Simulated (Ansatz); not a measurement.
Functionals compared on H on the 1x1 (111) surface of fcc Ni, ferromagnetic, one in a 2x2 cell, started at the site 'hollow Ni-Ni-Ni over Ni at depth 4.0 Å', in Ansatz (plane waves, PAW). The structure was relaxed with PBE; the other rows are single points on it, each with its references at the same level. Cutoff 420 eV.

Model: 17-atom slab, 6.0 Å thick at the start under the adsorbate (thin: gaps and levels are the slab's own), 7x7x1 mesh, Fermi-Dirac 0.1 eV, dipole correction, 8 atoms held, the rest relaxed; held to the start's symmetry, so lower structures may exist; spin-polarised, no spin-orbit, no U, no dispersion correction. At the end it is bonded to 3 Ni. In PBE it is, or lies within 0.03 eV of, the lowest of the starts that converged. These notes are the PBE run's. Adsorption energies are against ½ H2(g). A negative adsorption energy means that the adsorbate is more stable on the surface than in its reference.

```json
[
 {"functional": "PBE", "adsorption energy (eV)": "-0.56", "work function of the top face (eV)": "5.10", "change of the work function (eV)": "0.02", "magnetic moment of the cell (μB)": "10.03", "rough cost of the single point": "–"},
 {"functional": "RPBE", "adsorption energy (eV)": "?", "work function of the top face (eV)": "?", "change of the work function (eV)": "?", "magnetic moment of the cell (μB)": "10.16", "rough cost of the single point": "about 4 core-minutes (a rough figure)"}
]
```

### Question
Complete the blanks.

### Answer

- RPBE, adsorption energy (eV): -0.39
- RPBE, work function of the top face (eV): 4.94
- RPBE, change of the work function (eV): 0.04

Ansatz is a first-principles code.
